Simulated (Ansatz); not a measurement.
**Response to strain in TiAl**

Consider TiAl (space group P4/mmm, No. 123; a = 2.813 Å, c = 4.058 Å). Axes: x, y, z lie along a, b, c of the conventional cell.

Strains are applied to the cell and any free atomic positions relax; under biaxial strain the out-of-plane vector relaxes too.

Computed with r2SCAN, PAW, 500 eV (Ansatz, a program for electronic structure; scalar-relativistic without spin-orbit coupling).

Notes on the quantities. pressure: mean of the normal stresses, compression positive; energy relative to the base: free energy F.

```json
[
 {"variant": "base", "pressure": "0.0 GPa", "energy relative to the base": "0 meV/atom", "shortest interatomic distance": "2.813 Å"},
 {"variant": "biaxial strain +3.36 %, plane normal [001], relaxed out of plane", "pressure": "-3.5 GPa", "energy relative to the base": "–", "shortest interatomic distance": "2.838 Å"},
 {"variant": "isotropic strain −1.89 %", "pressure": "7.7 GPa", "energy relative to the base": "+21 meV/atom", "shortest interatomic distance": "2.760 Å"},
 {"variant": "isotropic strain −0.36 %", "pressure": "1.3 GPa", "energy relative to the base": "+0.7 meV/atom", "shortest interatomic distance": "2.803 Å"},
 {"variant": "uniaxial strain ε_yy = +0.75 %", "pressure": "-0.9 GPa", "energy relative to the base": "+0.6 meV/atom", "shortest interatomic distance": "2.813 Å"},
 {"variant": "tensor shear ε_yz = +2.52 %", "pressure": "0.4 GPa", "energy relative to the base": "+16 meV/atom", "shortest interatomic distance": "2.791 Å"}
]
```

Without a gap, meshes like the base's 16×16×12 leave anisotropic stresses uncertain by several tenths of a GPa, and small strain energies with them. No phonon test of stability was made. All final runs are without spin polarisation.
